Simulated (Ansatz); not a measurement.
Where the default PAW files enter, the runs use the earlier of Ansatz's two default sets.

Crystal: KCl (Fm-3m, rock salt, 2 atoms a cell, 31.0 Å³ an atom); planes in its conventional cell.

Computed with r2SCAN (plane waves, PAW; Ansatz, an electronic-structure program).

The gap is the functional's own, uncorrected, and κ follows it; spin-orbit coupling is left out. Mid-gap values are interpolated between the computed energies.

```
plane  area of the cell (Å²)  mid-gap κ (1/Å)  largest κ in the gap (1/Å)
-----  ---------------------  ---------------  --------------------------
(110)                   27.9             0.43                        0.44
(111)                   17.1              [?]                         [?]
(001)                   19.7              [?]                         [?]
```

### Question
The slowest decay depends on the direction. Supply the withheld values.

### Answer

- (111), mid-gap κ (1/Å): 0.45
- (111), largest κ in the gap (1/Å): 0.45
- (001), mid-gap κ (1/Å): 0.40
- (001), largest κ in the gap (1/Å): 0.41
